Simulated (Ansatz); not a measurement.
The starting structures come from a database of crystals and need not be the phases stable at ambient conditions.

By PBEsol, the system below comes out a metal.

Without scattering a metal conducts by its projected Fermi surface.

```xyz
3
Lattice="3.1933 0.0000 0.0000 0.0000 3.1933 0.0000 1.5966 -1.5966 2.2580" Properties=species:S:1:pos:R:3 pbc="T T T"
Ta     0.0000     0.0000     0.0000
H      1.5966     0.0000     1.1290
H      3.1933     1.5966     1.1290
```

Space group of this cell: Fm-3m, fluorite. The cell is taken as given; by PBEsol its mean pressure is -2.9 GPa.

The current flows along the normal of the first two printed cell vectors, the (001) plane of the conventional cell. No spin-orbit coupling; the value is a mean over 0.1 eV about the Fermi level.

Task: State the ballistic conductance per area according to PBEsol (Ansatz, a quantum-chemistry and plane-wave program).

Result: 1.1 × 10¹⁵ S/m² for both spins.
